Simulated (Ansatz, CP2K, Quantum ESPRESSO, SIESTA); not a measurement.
## AlAg2 (P1, 6 atoms in the cell) computed with different codes at matched settings

Self-consistent single point, at a second geometry (atoms moved at random). First geometry:

```xyz
6
Lattice="4.3806 -2.4846 0.0000 4.3806 2.4846 0.0000 0.0000 0.0000 4.6115" Properties=species:S:1:pos:R:3 pbc="T T T"
Al     4.3806    -1.6024     3.4586
Al     4.3806     1.6024     1.1529
Ag     5.7911     0.9210     3.4586
Ag     2.9700    -0.9210     1.1529
Ag     5.7911    -0.9210     1.1529
Ag     2.9700     0.9210     3.4586
```

Second geometry:
```
AlAg2
1.0
    4.38055    -2.48456     0.00000
    4.38055     2.48456     0.00000
    0.00000     0.00000     4.61145
Al Ag
2 4
Direct
  0.82374   0.18388   0.74436
  0.16440   0.84219   0.24108
  0.47901   0.84408   0.74882
  0.53270   0.14693   0.25397
  0.85369   0.45750   0.26497
  0.14646   0.52542   0.74680
```

Shared settings, as Ansatz (a program for electronic structure) writes them: kpoints.mp_grid.grid = 6 6 5; scf.occupations.method = fermi_dirac; scf.occupations.width = 0.1 eV. Potentials and cutoffs stand in the table.

| code | model | ΔF from the first geometry (meV/atom) | pressure (GPa) | largest force (eV/Å) | cutoff |
|---|---|---|---|---|---|
| Ansatz | PBEsol, PAW files made with PBE | 14.6 | -3.80 | 0.712 | 420 eV |
| Quantum ESPRESSO | PBEsol, GBRV 1.5 ultrasoft (PBESOL) pseudopotentials | 14.6 | -4.91 | 0.716 | 40 Ry |
| SIESTA | GGA PBEsol, numerical atomic orbitals DZP, PseudoDojo PBEsol standard norm-conserving potentials (rewritten from UPF to PSML) | 16.7 | -4.07 | 0.846 | grid 400 Ry |
| CP2K | PBEsol, GPW, DZVP-MOLOPT-SR-GTH basis, GTH-PBE potentials (GTH_POTENTIALS) | 16.1 | -1.74 | 0.790 | grid 500 Ry |

Size of the force on each atom (eV/Å): Sizes of forces hide their directions.

| code | Al1 | Al2 | Ag3 | Ag4 | Ag5 | Ag6 |
|---|---|---|---|---|---|---|
| Ansatz | 0.352 | 0.685 | 0.143 | 0.333 | 0.712 | 0.321 |
| Quantum ESPRESSO | 0.352 | 0.683 | 0.145 | 0.334 | 0.716 | 0.323 |
| SIESTA | 0.381 | 0.735 | 0.108 | 0.436 | 0.846 | 0.317 |
| CP2K | 0.378 | 0.734 | 0.134 | 0.378 | 0.790 | 0.332 |

The spread over the programs that give each value: ΔF from the first geometry within 2.1 meV/atom; pressure within 3.17 GPa; largest force within 0.134 eV/Å.

SIESTA and CP2K use small atom-centred bases, whose incompleteness enters pressures, forces and empty levels differently from a plane-wave cutoff. Ansatz's pressure is given at a fixed set of plane waves, as the other plane-wave codes print theirs; with its correction for the finite basis it is -3.74 GPa. In the pressure, CP2K (by 2.61) lies more than 1 GPa from the median of the plane-wave programs. In the force vectors, SIESTA (by 0.146) lies more than 0.08 eV/Å from the median of the plane-wave programs.

The starting cell comes from a database of computed structures (which also holds hypothetical and non-ambient phases and stackings), without a prior relaxation at this level. Its lattice was rescaled by a random factor within 2.5 % of one. For this run, on top of that: atoms moved at random.

Keys are those of Ansatz 0.2.
